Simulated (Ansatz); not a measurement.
Base system: ZnSiP2 in the chalcopyrite structure (space group I-42d, No. 122).

```yaml
crystal:
  lattice:
    - [-2.67663, 2.67663, 5.22239]
    - [2.67663, -2.67663, 5.22239]
    - [2.67663, 2.67663, -5.22239]
  atoms:
    - { symbol: Zn, position: [0.75000, 0.25000, 0.50000] }
    - { symbol: Zn, position: [0.00000, 0.00000, 0.00000] }
    - { symbol: Si, position: [0.25000, 0.75000, 0.50000] }
    - { symbol: Si, position: [0.50000, 0.50000, 0.00000] }
    - { symbol: P, position: [0.13953, 0.12500, 0.51453] }
    - { symbol: P, position: [0.61047, 0.62500, 0.48547] }
    - { symbol: P, position: [0.37500, 0.86047, 0.98547] }
    - { symbol: P, position: [0.87500, 0.38953, 0.01453] }
```

Cartesian axes are those of the cell as printed.

Calculations: PBEsol/PAW in Ansatz (a program for electronic structure), scalar-relativistic without spin-orbit coupling.

For the base:

The smallest direct gap is 1.16 eV and the band gap is 1.16 eV.

One thing is altered: biaxial strain −0.90 %, plane normal [001], relaxed out of plane (Cartesian); in-plane vectors clamped, the third vector and the atoms free.

Question: What does the calculation give for the smallest direct gap, energy relative to the base and band gap after the change?

Answer: The smallest direct gap grows by 0.11 eV to 1.27 eV; the energy goes up by 1.4 meV/atom; the band gap increases by 0.08 eV to 1.24 eV.

Whether these cells are dynamically stable was not tested.
